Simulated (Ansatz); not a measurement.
NbZn₃ (Pm-3m), PBEsol, DFPT electron-phonon coupling, linearised Boltzmann equation run with Ansatz (a quantum-chemistry and plane-wave program): phonon-limited resistivity 10.9 μΩ·cm at 300 K, 14.9 μΩ·cm at 400 K, current-weighted mean free path 14.3 nm, Drude plasma energy 4.60 eV.

### Question
What Drude relaxation time do resistivity and plasma energy imply?

### Answer
ω_p = 6.99e15 s⁻¹, so τ = 1/(ε₀ ω_p² ρ) = 21.2 fs, a damping ħ/τ of 31.0 meV.

### Question
Estimate the electronic thermal conductivity at 300 K by the Wiedemann-Franz law (L₀ = 2.44×10⁻⁸ W·Ω/K²).

### Answer
L₀T/ρ = 2.44×10⁻⁸ × 300/(10.9×10⁻⁸) = 67.2 W/(m·K). Inelastic scattering puts the true Lorenz number somewhat under L₀ near and below the Debye temperature.

### Question
What is the classical skin depth at 100 GHz (nonmagnetic, μ₀ = 1.257×10⁻⁶ H/m)?

### Answer
δ = √(ρ/(π f μ₀)) = 525 nm.

A metal at this level (no band gap). Only scattering by harmonic phonons is included (no impurities, grain boundaries, electron-electron scattering or thermal expansion). Spin-orbit coupling is left out. Halving the electron mesh (24x24x24) moves the resistivity by up to 4 % at 300 K, the mean free path by up to 3 %. Smearing 0.20 eV; phonons on a 4x4x4 q mesh, which this run doesn't test.

Formula and space group known from diffraction (Crystallography Open Database), not checked to be the room-temperature form: NbZn3 (Pm-3m).
